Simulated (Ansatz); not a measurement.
**AlN, response to strain**

Start from AlN in the wurtzite structure (space group P6_3mc, No. 186; a = 3.1302 Å, c = 5.0180 Å). Axes: x lies along a and z along c of the hexagonal cell.

Strains are applied to the cell and any free atomic positions relax; under biaxial strain the out-of-plane vector relaxes too.

Level of theory: Kohn–Sham DFT with the PBE functional, run in Ansatz (a quantum-chemistry and plane-wave program) with PAW and 420 eV plane waves, no spin-orbit coupling.

```json
[
 {"variant": "base", "electron mass": "–", "out-of-plane strain": "–", "band gap": "4.03 eV"},
 {"variant": "biaxial strain −3.00 %, plane normal [001], relaxed out of plane", "electron mass": "0.27 mₑ out of plane, 0.33 mₑ in plane (at Γ)", "out-of-plane strain": "+1.57 %", "band gap": "4.41 eV"},
 {"variant": "biaxial strain −2.40 %, plane normal [001], relaxed out of plane", "electron mass": "0.28 mₑ out of plane, 0.32 mₑ in plane (at Γ)", "out-of-plane strain": "+1.26 %", "band gap": "4.39 eV"},
 {"variant": "biaxial strain −1.80 %, plane normal [001], relaxed out of plane", "electron mass": "0.28 mₑ out of plane, 0.31 mₑ in plane (at Γ)", "out-of-plane strain": "+0.96 %", "band gap": "4.36 eV"},
 {"variant": "biaxial strain −1.20 %, plane normal [001], relaxed out of plane", "electron mass": "0.28 mₑ out of plane, 0.31 mₑ in plane (at Γ)", "out-of-plane strain": "+0.65 %", "band gap": "4.27 eV"},
 {"variant": "biaxial strain −0.60 %, plane normal [001], relaxed out of plane", "electron mass": "0.28 mₑ out of plane, 0.30 mₑ in plane (at Γ)", "out-of-plane strain": "+0.33 %", "band gap": "4.15 eV"}
]
```

Effective masses come from finite differences of ±0.01 Å⁻¹. Whether these cells are dynamically stable was not tested.
